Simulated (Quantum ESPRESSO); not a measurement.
Quick settings and what they miss: SnGeSe₂ (Pmc2_1, 8 atoms in the cell)

Self-consistent single point.

```
CELL_PARAMETERS angstrom
      4.01190     0.00000     0.00000
      0.00000     4.73878     0.00000
      0.00000     0.00000    11.52092
ATOMIC_POSITIONS crystal
  Sn 0.50000 0.36605 0.38335
  Sn 0.50000 0.63395 0.88335
  Ge 0.00000 0.12293 0.62746
  Ge 0.00000 0.87707 0.12746
  Se 0.00000 0.23593 0.84558
  Se 0.00000 0.76407 0.34558
  Se 0.50000 0.23363 0.14361
  Se 0.50000 0.76637 0.64361
```

Level of theory: PBEsol, PSlibrary ultrasoft (PBE) pseudopotentials (plane waves; Quantum ESPRESSO).

Base settings: ecutwfc = 55 Ry; ecutrho = 330 Ry; occupations = fixed; input_dft = pbesol; K_POINTS = automatic 3 3 2 0 0 0; nbnd = 34; conv_thr = 1e-09 Ry; mixing_beta = 0.7.

Tight run (finer mesh or higher cutoff; not a proven limit): ecutwfc: 55 Ry → 77 Ry; ecutrho: 330 Ry → 462 Ry; conv_thr: 1e-09 Ry → 7.3e-11 Ry; K_POINTS: automatic 3 3 2 0 0 0 → automatic 5 5 3 0 0 0. It gave top of the valence band (on the code's own zero) 5.68 eV; gap on the k-point mesh 0.78 eV; pressure -2.95 GPa; largest force (vector length) 0.093 eV/Å.

Quick runs, as changes from the base:
- A: the base itself
- B: ecutwfc: 55 Ry → 38 Ry; ecutrho: 330 Ry → 228 Ry; occupations: fixed → smearing; nbnd: 34 → default; K_POINTS: automatic 3 3 2 0 0 0 → automatic 4 4 4 0 0 0; smearing: default → methfessel-paxton; degauss: default → 0.036749 Ry
- C: ecutwfc: 55 Ry → 44 Ry; ecutrho: 330 Ry → 264 Ry; occupations: fixed → smearing; nbnd: 34 → default; conv_thr: 1e-09 Ry → 7.3e-06 Ry; K_POINTS: automatic 3 3 2 0 0 0 → automatic 2 2 2 0 0 0; smearing: default → gaussian; degauss: default → 0.0147 Ry
- D: K_POINTS: automatic 3 3 2 0 0 0 → automatic 4 4 4 0 0 0

Energies are extrapolated to zero smearing width, which holds to low order in the width alone (under cold and Methfessel-Paxton smearing the free energy itself is taken).

Dashes: gap of B, no gap found.

Gaps are read on each run's own mesh, which may miss the band edges.

The count of work is k-points × plane waves × bands × iterations; it is no time. Core times come from one kind of shared machine and are given to one figure; runs under 30 s give none.

The starting cell comes from a database of computed structures (which also holds hypothetical and non-ambient phases and stackings), without a prior relaxation at this level. Its lattice was rescaled by a random factor within 2.5 % of one. In the base run, with a pressure of about -3 GPa the cell is away from its equilibrium volume at this level.

```tsv
run	energy less tight (meV/atom)	pressure less tight (GPa)	largest miss in a force vector (eV/Å)	gap on the mesh less tight (eV)	count of work / tight	core time / tight (rough)
A	36.3	-0.21	0.163	0.045	0.25	0.4
B	173.0	-8.71	0.028	–	0.51	0.4
C	137.0	0.11	0.515	-0.045	0.12	0.1
D	23.6	-0.43	0.020	-0.005	0.83	0.7
```

Among the runs at the tight run's level, the energy misses run from 23.6 to 173.0 meV/atom.

Left out of this page: 2 runs of the series outside the window shown, repeating another row's setting, or not comparable.
